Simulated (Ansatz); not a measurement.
Cost and result by functional for the surface energy of the (321) surface of bcc Li in its 1x1 cell, outermost plane spacing 0.92 Å in the ideal cut, in Ansatz (plane waves, PAW). Single points on the PBE structure, on one kind of machine; costs are rough ratios of the slab run's core time (references not counted) to the cheapest single point. r2SCAN's cost holds its higher cutoff (500 against 420 eV). Differences are taken against r2SCAN for comparison alone: no measured value is at hand, so the table doesn't rank accuracy.

Model: 12-atom slab, 10.1 Å thick at the start (thin: gaps and levels are the slab's own), 13x5x1 mesh, Fermi-Dirac 0.1 eV, dipole correction, all atoms relaxed; symmetry of the start imposed; no spin, no spin-orbit, no U. These notes are the PBE run's.

| functional | relative cost | surface energy (J/m²) | less r2SCAN (J/m²) |
|---|---|---|---|
| LDA | 1 | 0.57 | 0.03 |
| PBEsol | 1 | 0.55 | 0.01 |
| RPBE | 1 | 0.50 | -0.05 |
| r2SCAN | 2 | 0.54 | 0.00 |
| PBE (the relaxed run's value) | – | 0.53 | -0.02 |

The values span 0.07 J/m², while the single points' costs differ by a factor of roughly 2. Differences are of unrounded values.

Ansatz is a first-principles code.
